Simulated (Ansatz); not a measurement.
Cu under a change: isotropic strain +1.00 %

Take Cu in the fcc (Cu type) structure (space group Fm-3m, No. 225; a = 3.5638 Å; relaxed with 0.1 eV smearing) as the base.

Perturbation: an isotropic linear strain of +1.00 %, atoms relaxed at fixed cell.

All numbers come from DFT with PBEsol, PAW potentials and a 420 eV plane-wave cutoff in Ansatz (a quantum-chemistry and plane-wave program), no spin-orbit coupling. Settings: 32×32×32 k-points, 0.1 eV Fermi–Dirac smearing.

* **Space group**: Fm-3m (No. 225) (base Fm-3m (No. 225))
* **Shortest interatomic distance**: 2.545 Å (base 2.520 Å)
* **Energy relative to the base (free energy F)**: +5.2 meV/atom
* **Pressure**: -4.7 GPa (base 0.0 GPa)
* **Band gap**: zero (base zero)

Stability against distortions was not tested. The final runs are not spin-polarised.
